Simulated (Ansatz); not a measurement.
Abridged Ansatz (an electronic-structure program) output:

```
Relaxation: its limit of steps is 45 (relax.max_steps)
Pseudopotential: Cu, paw, valence charge 19
Crystal: 11 atoms, lattice volume = 137.274 Å³
Basis set: ecut = 500 eV, 3521 PW (Γ), exchange–correlation on 160×192×160 points (64 copies of the dense FFT grid, shifted against one another)
Bands: 126, of which v1, the nominal top of the filled ones, is band 105 counted from 1 (104 counted from 0)
Symmetry: 1 space group operations
k-points: 196 of 384 (time reversal used)
Functional: x = r2scan, c = r2scan; τ floored in thin density (d = 2e-4 eV/Å³)
SCF iter   1: F=—  HF=-72942.669594 eV  |F-HF|=—  |Δ(HF+E_count)|=         —  Δρ=4.00e-2  dr2=1.22e0  dr2_τ=1.06e-2  ethr=1.77e-3  ⟨swp⟩=5.0  Hψ=82193  notcnv=0  defer=1098
SCF iter   2: F=—  HF=-72944.484117 eV  |F-HF|=—  |Δ(HF+E_count)|=    1.81e0  Δρ=1.04e-1  dr2=8.09e0  dr2_τ=4.37e-2  ethr=5.85e-4  ⟨swp⟩=3.0  Hψ=51999  notcnv=0  defer=2581  recentre
SCF 1 converged in 14 iterations: F = -72942.457216 eV  dr2 = 1.07e-10
relax step   1: F+E_penalty+E_count = -72942.45721633 eV  Δ(F+E_penalty+E_count) = +0.000e0 eV  max|allowed force component| = 3.448e-1 eV/Å  Δτ_max = 0.0000 Å  (14 SCF iters, accepted)
Crystal: 11 atoms, lattice volume = 137.274 Å³
SCF iter   1: F=—  HF=-72942.430670 eV  |F-HF|=—  |Δ(HF+E_count)|=         —  Δρ=2.00e-3  dr2=4.53e-3  dr2_τ=6.32e-2  ethr=2.19e-6  ⟨swp⟩=2.0  Hψ=73340  notcnv=0  defer=2573
SCF iter   2: F=—  HF=-72942.481776 eV  |F-HF|=—  |Δ(HF+E_count)|=   5.11e-2  Δρ=2.32e-3  dr2=1.09e-2  dr2_τ=7.63e-5  ethr=2.17e-6  ⟨swp⟩=2.4  Hψ=44453  notcnv=0  defer=2573  recentre
SCF 2 converged in 12 iterations: F = -72942.479040 eV  dr2 = 1.07e-10
relax step   2: F+E_penalty+E_count = -72942.47903977 eV  Δ(F+E_penalty+E_count) = -2.182e-2 eV  max|allowed force component| = 2.321e-1 eV/Å  Δτ_max = 0.0151 Å  (12 SCF iters, accepted)
Crystal: 11 atoms, lattice volume = 137.274 Å³
SCF iter   1: F=—  HF=-72942.251776 eV  |F-HF|=—  |Δ(HF+E_count)|=         —  Δρ=4.48e-3  dr2=1.76e-2  dr2_τ=3.29e-1  ethr=1.14e-4  ⟨swp⟩=5.3  Hψ=52398  notcnv=0  defer=2575
SCF iter   2: F=—  HF=-72942.508426 eV  |F-HF|=—  |Δ(HF+E_count)|=   2.57e-1  Δρ=4.43e-3  dr2=3.80e-2  dr2_τ=2.57e-4  ethr=8.44e-6  ⟨swp⟩=2.0  Hψ=50541  notcnv=0  defer=2575
SCF 3 converged in 12 iterations: F = -72942.498340 eV  dr2 = 8.70e-10
relax step   3: F+E_penalty+E_count = -72942.49833983 eV  Δ(F+E_penalty+E_count) = -1.930e-2 eV  max|allowed force component| = 3.267e-3 eV/Å  Δτ_max = 0.0323 Å  (12 SCF iters, accepted)
Crystal: 11 atoms, lattice volume = 137.274 Å³
SCF iter   1: F=—  HF=-72942.498340 eV  |F-HF|=—  |Δ(HF+E_count)|=         —  Δρ=9.41e-7  dr2=8.69e-10  dr2_τ=1.24e-11  ethr=1.00e-12  ⟨swp⟩=2.0  Hψ=93505  notcnv=0  defer=2442
[...]
  atom   5  Cu     0.00057008    -0.00073174     0.00092439
  atom   6  Cu    -0.00004123     0.00101761     0.00068288
  atom   7  Cu     0.00092858    -0.00029007    -0.00163610
  atom   8  Cu     0.00113850     0.00030929    -0.00213797
  atom   9  Cu     0.00145194     0.00017308     0.00258830
  atom  10  Cu    -0.00184445     0.00029254     0.00077261
  atom  11  Cu     0.00238387     0.00036018     0.00214275
--- Stress (GPa, compression-positive) ---
       -3.982534       0.079325      -0.074454
        0.079325      -3.984642       0.075984
       -0.074454       0.075984      -3.977539
  P = ⅓ Tr σ = -3.9816 GPa (-39.816 kbar)
--- Relaxed structure (3 steps of the walk, 3 accepted, 0 SCFs on fresh bases) ---
  atoms:
    - { symbol: Cu, position: [0.0031318359021156377, 0.00178537723472626, 0.49949569696653967] }
    - { symbol: Cu, position: [0.16896314150296748, 0.33307879731783374, 0.16523444113343758] }
    - { symbol: Cu, position: [0.1691088387024729, 0.3331619071695191, 0.6672198537097409] }
    - { symbol: Cu, position: [0.33630395283704834, 0.6724252226456431, 0.3324529183150244] }
    - { symbol: Cu, position: [0.33475166575177173, 0.6704352098367619, 0.8332250365720537] }
    - { symbol: Cu, position: [0.5028391445096124, 0.0017193536958349243, -0.0008144702271305204] }
    - { symbol: Cu, position: [0.5033174478917907, 0.0017438364129075956, 0.49893715817017803] }
    - { symbol: Cu, position: [0.6713797638101255, 0.33302916342964217, 0.1649037816385957] }
    - { symbol: Cu, position: [0.6696461835859234, 0.33095037266098226, 0.6658126480063846] }
    - { symbol: Cu, position: [0.837030317393598, 0.6704792610591774, 0.33105721499694174] }
    - { symbol: Cu, position: [0.8369481757125741, 0.6703461884369721, 0.8332078798182352] }
```

Task: What was computed, and what are the main results?

Result: Cu, 11 atoms in the cell, with Kohn–Sham DFT with the r2SCAN functional, run in Ansatz with PAW and 500 eV plane waves, scalar-relativistic without spin-orbit coupling. The last SCF converged to F = -72942.498340 eV, or -6631.1362 eV per atom, at a pressure of -3.98 GPa. The total energy compares only with runs of the same code, potentials and settings.

In so small a cell the defect repeats every few ångströms: this is an ordered compound, not a dilute defect. All final runs are without spin polarisation. The cell was made from Cu in the fcc (Cu type) structure (space group Fm-3m, No. 225) by this change: Cu vacancy. The defect cell is not spin-polarised.

Keys are those of Ansatz 0.2.
